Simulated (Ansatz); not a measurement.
Pressure series in Ge3N4

Take Ge3N4 (space group P6_3/m, No. 176) as the base.

```yaml
crystal:
  lattice:
    - [8.12945, 0.00000, 0.00000]
    - [-4.06473, 7.04031, 0.00000]
    - [0.00000, 0.00000, 3.11408]
  atoms:
    - { symbol: Ge, position: [0.82908, 0.23534, 0.75000] }
    - { symbol: Ge, position: [0.17092, 0.76466, 0.25000] }
    - { symbol: Ge, position: [0.59375, 0.82908, 0.25000] }
    - { symbol: Ge, position: [0.40625, 0.17092, 0.75000] }
    - { symbol: Ge, position: [0.76466, 0.59375, 0.75000] }
    - { symbol: Ge, position: [0.23534, 0.40625, 0.25000] }
    - { symbol: N, position: [0.66667, 0.33333, 0.75000] }
    - { symbol: N, position: [0.33333, 0.66667, 0.25000] }
    - { symbol: N, position: [0.66953, 0.97251, 0.75000] }
    - { symbol: N, position: [0.33047, 0.02749, 0.25000] }
    - { symbol: N, position: [0.69703, 0.66953, 0.25000] }
    - { symbol: N, position: [0.30297, 0.33047, 0.75000] }
    - { symbol: N, position: [0.02749, 0.69703, 0.75000] }
    - { symbol: N, position: [0.97251, 0.30297, 0.25000] }
```

Cell and atoms are relaxed at each pressure.

Computed with PBE, PAW, 420 eV (Ansatz, a quantum-chemistry and plane-wave program; no spin-orbit coupling).

```
case              lattice parameter a  band gap
----------------  -------------------  --------
base                          8.129 Å   1.82 eV
pressure −2 GPa               8.163 Å   1.69 eV
pressure −1 GPa               8.146 Å   1.76 eV
pressure 0.3 GPa              8.125 Å   1.84 eV
pressure 0.7 GPa              8.118 Å   1.87 eV
pressure 1.5 GPa              8.105 Å   1.92 eV
pressure 3 GPa                8.082 Å   2.01 eV
pressure 5 GPa                8.052 Å   2.12 eV
pressure 7.5 GPa              8.016 Å   2.26 eV
pressure 10 GPa               7.982 Å   2.39 eV
```

Load acts through the strain it causes; cell and atoms are relaxed under it. Whether these cells are dynamically stable was not tested. No other phases were tried under pressure.
